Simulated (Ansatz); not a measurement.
For GaSb (model structure, within 0.1 Å of Fm-3m, No. 225, 2 atoms in the cell), PBE-D3(BJ) (Ansatz, an electronic-structure program, PAW) gives:

| Quantity | Result |
|---|---|
| equilibrium volume per atom | 23.27 Å³/atom |
| formation enthalpy | 0.022 eV/atom |

Task: What does r²SCAN in Ansatz (plane waves, PAW) give for the same quantities?

Result: 
- equilibrium volume per atom: 23.63 Å³/atom (increases by 1.5 %)
- formation enthalpy: 0.062 eV/atom (rises by 0.040 eV/atom)

Changes are worked out from the printed values.

Unless a cell is named, each level is at its own relaxed cell (PBE-D3(BJ) 23.27, r²SCAN 23.63 Å³/atom).

Levels without +SOC leave out spin–orbit coupling, which shifts energies and cells of such heavy elements.

Ansatz's density-functional and Hartree–Fock values are scalar-relativistic unless marked +SOC, with PAW data made under PBE.

A model structure was made by putting elements into a prototype or built by hand; it is no filed structure, need not be a known phase, and can be a saddle point held by its symmetry.
